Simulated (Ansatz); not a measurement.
The starting structures come from a database of crystals and need not be the phases stable at ambient conditions.

 Where the default PAW files enter, the runs use the earlier of Ansatz's two default sets.

Consider the following.

```yaml
crystal:
  lattice:
    - [4.98540, 0.00000, 0.00000]
    - [0.00000, 8.58836, 0.00000]
    - [0.00000, 2.73541, 4.00128]
  atoms:
    - { symbol: Al, position: [0.96949, 0.60960, 0.64255] }
    - { symbol: Al, position: [0.03051, 0.39040, 0.35745] }
    - { symbol: Al, position: [0.46949, 0.89040, 0.35745] }
    - { symbol: Al, position: [0.53051, 0.10960, 0.64255] }
    - { symbol: Al, position: [0.03051, 0.10960, 0.13825] }
    - { symbol: Al, position: [0.96949, 0.89040, 0.86175] }
    - { symbol: Al, position: [0.53051, 0.39040, 0.86175] }
    - { symbol: Al, position: [0.46949, 0.60960, 0.13825] }
    - { symbol: O, position: [0.89802, 0.34600, 0.76102] }
    - { symbol: O, position: [0.10198, 0.65400, 0.23898] }
    - { symbol: O, position: [0.39802, 0.15400, 0.23898] }
    - { symbol: O, position: [0.60198, 0.84600, 0.76102] }
    - { symbol: O, position: [0.10198, 0.84600, 0.54698] }
    - { symbol: O, position: [0.89802, 0.15400, 0.45302] }
    - { symbol: O, position: [0.60198, 0.65400, 0.45302] }
    - { symbol: O, position: [0.39802, 0.34600, 0.54698] }
    - { symbol: O, position: [0.75000, 0.00000, 0.04940] }
    - { symbol: O, position: [0.25000, 0.00000, 0.95060] }
    - { symbol: O, position: [0.25000, 0.50000, 0.95060] }
    - { symbol: O, position: [0.75000, 0.50000, 0.04940] }
```

Space group of this cell: Pbcn. The cell is taken as given; by r2SCAN its mean pressure is -7.5 GPa.

Transport runs along the normal of the first two printed cell vectors.

No gap correction and no spin-orbit coupling; mid-gap values are interpolated between computed energies.

**Question.** Predict the band gap and the smallest decay constant κ at mid-gap from Ansatz (a quantum-chemistry and plane-wave program) with r2SCAN.

**Answer.** Gap 6.20 eV on a 6×8×8 mesh; κ = 0.377 1/Å, at the zone centre.
